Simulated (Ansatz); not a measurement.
## Worked sum: reaction energy

This concerns the reaction energy. Reaction: Ge (diamond) + SnCl4 (gas) → Sn (white tin) + GeCl4 (gas). A negative value means that the right-hand side lies lower.

Method: Ansatz (a first-principles code), PAW, neutral cells at 0 K with nuclei at rest, on structures from PBE. Ansatz runs with its default PAW set. Other levels take these structures. The lattices are those relaxed with PBE, so at other levels the solids can be strained. A dispersion term (D3(BJ), or D4 for r2SCAN) was computed beside these levels and is taken off wherever the name lacks it. The runs are scalar-relativistic, without spin-orbit coupling.

Total energies of the cells in eV, at zero smearing width. They compare only within one column; the weights balance every element.

| cell | atoms | weight | r2SCAN |
|---|---|---|---|
| Sn (white tin) | 2 | +1 | -12077.02258 |
| Ge (diamond) | 2 | −1 | -8605.79234 |
| GeCl4 (gas) | 5 | +2 | -8642.27558 |
| SnCl4 (gas) | 5 | −2 | -10378.11073 |

r2SCAN: (-12077.02258) − (-8605.79234) + 2 × (-8642.27558) − 2 × (-10378.11073) = 0.440 eV; dividing by 2 gives 0.22 eV.

What follows from the r2SCAN value: Per mole of the reaction as written, 0.220 eV × 96.485 = 21.2 kJ.
